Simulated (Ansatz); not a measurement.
The structure below was relaxed with r2SCAN in Ansatz (plane waves to 500 eV, PAW, scalar-relativistic without spin-orbit coupling), earlier PAW set.

```
CELL_PARAMETERS angstrom
      4.51665     0.00000     0.00000
      0.00000     4.51665     0.00000
      0.00000     0.00000     4.51665
ATOMIC_POSITIONS crystal
  Zn 0.75000 0.75000 0.75000
  Zn 0.75000 0.25000 0.25000
  Zn 0.25000 0.75000 0.25000
  Zn 0.25000 0.25000 0.75000
  O  0.00000 0.00000 0.00000
  O  0.50000 0.50000 0.50000
```

Question: Find the space group and the Wyckoff positions.

Answer: Space group Pn-3m, origin choice 1 (No. 224); a = 4.517 Å, b = 4.517 Å, c = 4.517 Å, α = 90.00°, β = 90.00°, γ = 90.00°

| atom | site | symmetry | x | y | z |
|---|---|---|---|---|---|
| Zn | 4c | .-3m | 0.7500 | 0.7500 | 0.7500 |
| O | 2a | -43m | 0.0000 | 0.0000 | 0.0000 |

Question: Describe the coordination.

Answer: The crystal has 6 atoms in its conventional cell. Conventional cell: a = b = c = 4.5167 Å, α = β = γ = 90.00°. Zn is coordinated by 2 O at 1.956 Å (linear). O has 4 Zn at 1.956 Å (tetrahedral). (Neighbours: up to the widest gap in distance over summed covalent radii, below 1.35, at either atom; cation-cation and far metal-metal contacts left out.)

Whether these cells are dynamically stable was not tested. The final runs are not spin-polarised. The cell was made from Cu2O by this change: Cu → Zn; the result is a hypothetical phase, not in the database extracts checked.

Ansatz is a first-principles code.
